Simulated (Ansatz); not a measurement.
MoSe₂ in the 2H-MoS2 type structure (space group P6_3/mmc, No. 194; layered, stacked along the Cartesian z axis)

```cif
data_Mo2Se4
_chemical_formula_sum 'Mo2 Se4'
_space_group_name_H-M_alt 'P 1'
_space_group_IT_number 1
_cell_length_a 3.22765
_cell_length_b 3.22765
_cell_length_c 12.34574
_cell_angle_alpha 90.000
_cell_angle_beta 90.000
_cell_angle_gamma 120.000
loop_
_space_group_symop_operation_xyz
  'x, y, z'
loop_
_atom_site_label
_atom_site_type_symbol
_atom_site_fract_x
_atom_site_fract_y
_atom_site_fract_z
_atom_site_occupancy
Mo1 Mo 0.33333 0.66667 0.25000 1
Mo2 Mo 0.66667 0.33333 0.75000 1
Se1 Se 0.33333 0.66667 0.61469 1
Se2 Se 0.66667 0.33333 0.11469 1
Se3 Se 0.66667 0.33333 0.38531 1
Se4 Se 0.33333 0.66667 0.88531 1
```

Method: Ansatz (a program for electronic structure), PBEsol-D3(BJ), PAW, cutoff 420 eV, without spin-orbit coupling, earlier PAW set. Γ-centred 12×12×3 mesh, Fermi–Dirac width 0.05 eV.

The volume per atom is 18.56 Å³. The density is 7.57 g/cm³ and the band gap comes out as 0.54 eV, indirect, Γ → K–Γ (47 % along). The hole mass is 2.1 mₑ along c, 0.63 mₑ across and the total energy is -5249.809 eV/atom (σ→0; compares only within this code and set-up).

Masses are band curvatures over ±0.01 Å⁻¹ around the edge. No phonon test of stability was made.
